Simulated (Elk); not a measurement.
Input and output of a self-consistent single point for Al3Cd (Pm-3m, 4 atoms in the cell) (Elk).

Method: Elk with PBEsol, all-electron FP-LAPW, Elk's shipped species files, APW+lo basis with extra local orbitals.

```
CELL_PARAMETERS angstrom
      4.13243     0.00000     0.00000
      0.00000     4.13243     0.00000
      0.00000     0.00000     4.13243
ATOMIC_POSITIONS crystal
  Al 0.00000 0.50000 0.50000
  Al 0.50000 0.00000 0.50000
  Al 0.50000 0.50000 0.00000
  Cd 0.00000 0.00000 0.00000
```

Reference input (self-consistent single point, DFT, PBEsol, all-electron FP-LAPW, Elk's shipped species files, APW+lo basis with extra local orbitals): xctype = 22; rgkmax = 8; stype = 1; swidth = 0.00734986 Ha; ngridk = 9 9 9; gmaxvr = 16 1/bohr; nxlo = 2; lorbcnd = true; lmaxi = 2. This run's input differs from it in these lines:

```diff
@@ -25,3 +25,3 @@
 swidth
-  0.00734986
+  0.0183747
```

Output, abridged:

```
│ Self-consistent loop started │
│ Loop number : 1 │
 total energy                :     -6314.10727382
│ Loop number : 2 │
 total energy                :     -6314.43694979
RMS change in Kohn-Sham potential (target) :   0.5674586705     (  0.1000000000E-05)
Absolute change in total energy (target)   :   0.3296759734     (  0.1000000000E-03)
│ Loop number : 3 │
 total energy                :     -6314.27974771
RMS change in Kohn-Sham potential (target) :   0.5353116439     (  0.1000000000E-05)
Absolute change in total energy (target)   :   0.7478309464E-01 (  0.1000000000E-03)
│ Loop number : 4 │
   [... lines left out ...]
Absolute change in total energy (target)   :   0.7504941150E-03 (  0.1000000000E-03)
│ Loop number : 13 │
 total energy                :     -6320.56804477
RMS change in Kohn-Sham potential (target) :   0.3991181024E-06 (  0.1000000000E-05)
Absolute change in total energy (target)   :   0.1561491554E-03 (  0.1000000000E-03)
│ Loop number : 14 │
 total energy                :     -6320.56802139
RMS change in Kohn-Sham potential (target) :   0.1066269889E-06 (  0.1000000000E-05)
Absolute change in total energy (target)   :   0.1566397532E-04 (  0.1000000000E-03)
Convergence targets achieved

│ Loop number : 15 │

Energies :
 Fermi                       :     0.275615415339
 total energy                :     -6320.56802185

Density of states at Fermi energy :    42.59485280
 (states/Hartree/unit cell)

Estimated indirect band gap :   0.1857370881E-03
 from k-point     10 to k-point      8
Estimated direct band gap   :   0.3612980375E-01
 at k-point     12

Charges :
 core                        :    42.00000000
 valence                     :    45.00000000
 interstitial                :    6.662524902
 muffin-tins (core leakage)
  species :    1 (Al)
   atom    1                 :    11.16180786     (  0.4721582662E-03)
   atom    2                 :    11.16180786     (  0.4721582662E-03)
   atom    3                 :    11.16180786     (  0.4721582662E-03)
  species :    2 (Cd)
   atom    1                 :    46.85205151     (  0.2489516113E-03)
 total in muffin-tins        :    80.33747510
 total calculated charge     :    86.97127329
 total charge                :    87.00000000
 error                       :   0.2872671179E-01

│ Self-consistent loop stopped │
```

The run converged in 15 iterations. The count includes the last loop, which Elk runs after its targets are met. Against the reference run the total energy falls by 1.3 meV/atom.

The starting cell comes from a database of computed structures (which also holds hypothetical and non-ambient phases and stackings), without a prior relaxation at this level. Its lattice was rescaled by a random factor within 2.5 % of one. Values depend on the basis (sphere radii, cutoffs, local orbitals), which need not be converged. The log's line on a gap gives a spacing of levels on this mesh, which the program prints for metals too.

Cost on one core of a shared machine: roughly 70 s.
